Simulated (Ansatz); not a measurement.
The starting structures come from a database of crystals and need not be the phases stable at ambient conditions.

# Evanescent states of Cd2SeS (P3m1, not sure to be the ambient phase, 4 atoms a cell, 28.0 Å³ an atom, -2 GPa at this level) along the normal of (110)

Computed with r2SCAN (plane waves, PAW; Ansatz, a program for electronic structure).

No gap correction and no spin-orbit coupling; mid-gap values are interpolated between computed energies.

Energies count from the valence-band top; κ is the least over a 4×4 mesh across the current.

| E (eV) | κ (1/Å) | where |
|---|---|---|
| 0.04 | 0.033 | Γ |
| 0.10 | 0.055 | Γ |
| 0.17 | 0.068 | Γ |
| 0.24 | 0.078 | Γ |
| 0.32 | 0.085 | Γ |
| 0.39 | 0.090 | Γ |
| 0.46 | 0.093 | Γ |
| 0.53 | 0.095 | Γ |
| 0.59 | 0.095 | Γ |
| 0.67 | 0.094 | Γ |
| 0.73 | 0.092 | Γ |
| 0.81 | 0.088 | Γ |
| 0.88 | 0.082 | Γ |
| 0.94 | 0.073 | Γ |
| 1.01 | 0.062 | Γ |
| 1.08 | 0.044 | Γ |

**Question.** How thick must the barrier be to attenuate the transmission by 10^6 when the electrodes' Fermi level lies at 0.73 eV, and what attenuation does that film give at 0.81 eV?

**Answer.** d = 6 ln 10 / (2 × 0.092) = 75.1 Å. At 0.81 eV it gives 6 × 0.088/0.092 = 5.7 decades.
